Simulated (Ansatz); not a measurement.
Model glasses of amorphous Ga2O3, 62 to 65 atoms (Ga24O36 before any change). Each row is one cell at a composition chosen by hand, melted whole on the CHGNet potential with the anions pushed apart under 1.9 Å, quenched within some picoseconds, far faster than a real film, and relaxed with PBE, scalar-relativistic without spin-orbit coupling (plane waves to 420 eV, PAW; Ansatz, a first-principles code). Each is the lower in DFT energy of 2 quenches. Cycles of charging and discharging were tried on the cells ahead of these points, and a cell that came back lower was taken. The column on the box says what of it was relaxed with the atoms; held means as the quench left it. Cells that kept moments or hold spare charge are left out.

Formal charges balance in every cell, with the guest at the charge named. Neighbours are the O atoms within a cut-off of 1.2 times the sum of covalent radii (1.1 times for Y); the radius is Shannon's ionic radius for that charge at the coordination found, taken on a straight line between listed coordinations where the table lacks it, averaged where a cell holds several guest atoms. The coordination is that of the cell taken. The cells ran without spin polarisation.

| guest | change of the cell | box | cut-off (Å) | O neighbours | ionic radius (Å) | mean guest-O distance (Å) |
|---|---|---|---|---|---|---|
| Be2+ | +1 Be, +1 O | shape | 1.94 | 3 | 0.16 | 1.57 |
| Si4+ | +2 O, +1 Si | volume | 2.12 | 4 | 0.26 | withheld |
| Mg2+ | +1 Mg, +1 O | held | 2.48 | 4 | 0.57 | 2.01 |
| Sn4+ | +2 O, +1 Sn | held | 2.46 | 6 | 0.69 | 2.13 |
| Y3+ | +3 O, +2 Y | shape | 2.82 | 6, 8 | 0.96 | 2.37 |
| Sr2+ | +1 O, +1 Sr | shape | 3.13 | 7 | 1.21 | 2.59 |

### Question
Fit a straight line of the last column on the one before it through the 5 full rows, and predict the withheld value for Si4+.

### Answer
Means: x = 0.718, y = 2.134. Slope = Σ(Δx Δy) / Σ(Δx²) = 0.6146 / 0.6347 = 0.968; intercept = 2.134 − (0.968) × 0.718 = 1.439 Å; r.m.s. residual 0.019 Å. Prediction: 1.439 + (0.968) × 0.26 = 1.69 Å. The run gave 1.65 Å, a miss of 0.04 Å, more than twice the residual.

### Question
What would hard spheres give for this line?

### Answer
A slope of 1 and an intercept at the radius of O2−, 1.35 Å for two neighbours to 1.40 Å for six in Shannon's table; the fit has 0.968 and 1.439 Å.
